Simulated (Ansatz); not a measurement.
Base system: AlN in the wurtzite structure (space group P6_3mc, No. 186; a = 3.130 Å, c = 5.018 Å).

All numbers come from DFT with PBE, PAW potentials and a 420 eV plane-wave cutoff in Ansatz (a first-principles code), no spin-orbit coupling.

Base values:

| Item | Result |
|---|---|
| Band gap | 4.03 eV |
| Pressure | 0.00 GPa |
| Valence-band top at Γ | 0.00, -0.20, -0.20 eV |
| Gap character | direct at Γ |

Perturbation: the cell is scaled by 1.0032 in all directions, atoms relaxed at fixed cell.

Q: What does the calculation give for the band gap after the change?

A: The band gap drops by 0.08 eV (4.03 eV → 3.95 eV).

Q: What does the calculation give for the pressure after the change?

A: The pressure (mean of the normal stresses, compression positive) goes from zero to -1.82 GPa.

Q: Predict the new valence-band top at Γ.

A: The valence-band top at Γ (three highest levels, from the VBM) remains 0.00, -0.20, -0.20 eV.

Q: What happens to the energy relative to the base?

A: The energy goes up by 0.6 meV/atom.

Q: How does this affect the gap character?

A: The gap character is still direct at Γ.

The cells carry an imposed strain or load. No phonon test of stability was made.
